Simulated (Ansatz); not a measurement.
The starting structures come from a database of crystals and need not be the phases stable at ambient conditions.

Consider the following.

```
CELL_PARAMETERS angstrom
      6.38560     0.10922     0.02207
     -1.49740     6.20427     0.24775
      1.88703     1.95720    11.97548
ATOMIC_POSITIONS crystal
  Tl 0.50633 0.47831 0.48976
  Tl 0.80364 0.32595 0.20513
  Tl 0.95646 0.02880 0.48902
  Tl 0.00974 0.97739 0.98960
  Tl 0.65915 0.18116 0.77364
  Tl 0.45305 0.52972 0.98917
  Sb 0.17180 0.69601 0.73034
  Sb 0.29099 0.81111 0.24843
  S  0.92096 0.82600 0.26568
  S  0.44556 0.96677 0.38914
  S  0.15778 0.06613 0.71277
  S  0.54183 0.68111 0.71310
  S  0.01723 0.54035 0.58963
  S  0.48594 0.00453 0.06494
  S  0.30501 0.44098 0.26600
  S  0.97685 0.50258 0.91384
```

Space group of this cell: P-1. The cell was relaxed by PBE-D3(BJ); by r2SCAN its mean pressure is -1.1 GPa.

Transport runs along the normal of the first two printed cell vectors.

No gap correction and no spin-orbit coupling; mid-gap values are interpolated between computed energies.

Problem. Give the band gap and the smallest decay constant κ at mid-gap that r2SCAN in Ansatz (an electronic-structure program) yields.

Solution. Gap 1.73 eV on a 6×6×4 mesh; κ = 0.214 1/Å, at (-0.167, 0.167) of the in-plane reciprocal vectors. At the zone centre, at the nearest computed energy, the slowest state has κ = 0.23 1/Å.
